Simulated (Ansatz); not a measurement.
Ansatz (a first-principles code) run on Rb3LiPb4 (Cmcm, 16 atoms in the cell): relaxation of cell and atoms.

Method of the run: PBEsol, default PAW files made with PBE (plane waves; Ansatz).

```yaml
crystal:
  lattice:
    - [3.63875, -8.21669, 0.00000]
    - [3.63875, 8.21669, 0.00000]
    - [0.00000, 0.00000, 10.65835]
  atoms:
    - { symbol: Rb, position: [0.22621, 0.77379, 0.75000] }
    - { symbol: Rb, position: [0.77379, 0.22621, 0.25000] }
    - { symbol: Rb, position: [0.61282, 0.38718, 0.54379] }
    - { symbol: Rb, position: [0.38718, 0.61282, 0.45621] }
    - { symbol: Rb, position: [0.38718, 0.61282, 0.04379] }
    - { symbol: Rb, position: [0.61282, 0.38718, 0.95621] }
    - { symbol: Li, position: [0.00000, 0.00000, 0.50000] }
    - { symbol: Li, position: [0.00000, 0.00000, 0.00000] }
    - { symbol: Pb, position: [0.18342, 0.25052, 0.75000] }
    - { symbol: Pb, position: [0.81658, 0.74948, 0.25000] }
    - { symbol: Pb, position: [0.25052, 0.18342, 0.25000] }
    - { symbol: Pb, position: [0.74948, 0.81658, 0.75000] }
    - { symbol: Pb, position: [0.83269, 0.16731, 0.60675] }
    - { symbol: Pb, position: [0.16731, 0.83269, 0.39325] }
    - { symbol: Pb, position: [0.16731, 0.83269, 0.10675] }
    - { symbol: Pb, position: [0.83269, 0.16731, 0.89325] }
```

Reference input (self-consistent single point, DFT, PBEsol, plane waves, default PAW files made with PBE): basis.ecutwfc = 420 eV; kpoints.mp_grid.grid = 4 4 3; hamiltonian.xc = pbesol; hamiltonian.pseudopotentials = {kind: paw} (the program's default PAW files); scf.occupations.method = fixed. This run's input differs from it in these lines:

Ansatz 0.2 input:
```diff
@@ -24,3 +24,3 @@
 basis:
-  ecutwfc: 420.0 eV
+  ecutwfc: 250.0 eV
 kpoints:
@@ -32,2 +32,4 @@
   occupations: { method: fixed }
+relax:
+  cell: {}
 output:
```

Output, abridged:

```
   [... SCF lines of the steps left out ...]
relax step   1: F+E_penalty+E_count = -113746.04615471 eV  Δ(F+E_penalty+E_count) = +0.000e0 eV  max|allowed force component| = 1.182e-1 eV/Å  Δτ_max = 0.0000 Å  P = -0.377 GPa  Ω = 637.336 Å³  (8 SCF iters, dr2 threshold 1.00e-7 eV, accepted)
relax step   2: F+E_penalty+E_count = -113746.70621340 eV  Δ(F+E_penalty+E_count) = -6.601e-1 eV  max|allowed force component| = 5.982e-2 eV/Å  Δτ_max = 0.0233 Å  P = +0.720 GPa  Ω = 627.058 Å³  energy of the carried Pulay correction = +6.650e-1 eV  [...]
   [... lines left out ...]
relax step  27: F+E_penalty+E_count = -113746.12659384 eV  Δ(F+E_penalty+E_count) = -2.387e-2 eV  max|allowed force component| = 1.114e-3 eV/Å  Δτ_max = 0.0021 Å  P = +0.001 GPa  Ω = 613.925 Å³  energy of the carried Pulay correction = +2.380e-2 eV  [...]
relax step  28: F+E_penalty+E_count = -113746.10230180 eV  Δ(F+E_penalty+E_count) = +2.429e-2 eV  max|allowed force component| = 1.106e-3 eV/Å  Δτ_max = 0.0000 Å  P = -0.006 GPa  Ω = 613.925 Å³  stress off target by 3.68e-2 GPa  SCF on the basis [...]
basis re-selected at this cell: Δ(F+E_penalty+E_count) = +2.429e-2 eV, ΔP = -0.007 GPa vs the last step
the relaxation is at rest under the 8 symmetry operations that the run kept from its start: a minimum is not shown …
Free energy (F): -113746.102302 eV
Internal energy: -113746.102302 eV  (E = F + TS)
E sigma→0 (E₀):  -113746.102302 eV
Fermi energy:    6.297740 eV
--- Forces (eV/Å), atoms counted from 1 ---
  atom   1  Rb     0.00000000    -0.00110601     0.00000000
  atom   2  Rb     0.00000000     0.00110601    -0.00000000
   [... lines left out ...]
  cell:  # Å, volume = 613.9254 Å³
   [... lines left out ...]
    - { symbol: Pb, position: [0.8316791573258779, 0.16832084267412228, 0.6047372762011777] }
    - { symbol: Pb, position: [0.16832084267412228, 0.8316791573258779, 0.39526272379882227] }
    - { symbol: Pb, position: [0.16832084267412228, 0.8316791573258779, 0.10473727620117759] }
    - { symbol: Pb, position: [0.8316791573258779, 0.16832084267412228, 0.8952627237988228] }
```

The run converged. 

Summary of the result:
```
Item                                                                                                    Result
------------------------------------------------  ------------------------------------------------------------
Free energy E − TS (on the zero of these files)                                                -113746.1023 eV
Top of the valence band (on the code's own zero)                                                       6.30 eV
Gap on the k-point mesh                                                                                0.15 eV
Pressure                                                                                             -0.01 GPa
Largest force (vector length)                                                                       0.001 eV/Å
Final cell                                        a = b = 8.9118 Å, c = 10.5397 Å, α = β = 90.00°, γ = 132.83°
Final volume per atom                                                                                 38.37 Å³
Relaxation steps                                                                                            28
```

The starting cell comes from a database of computed structures (which also holds hypothetical and non-ambient phases and stackings), without a prior relaxation at this level. Spin-orbit coupling is off. The relaxation keeps the symmetry of its start, so its end need not be a minimum. Ansatz's pressure includes its estimate of the finite-basis (Pulay) stress. Without the estimate this run gives -10.67 GPa. The cutoff lies below the one recommended for these files.

Cost on one core of a shared machine: roughly 20 min.
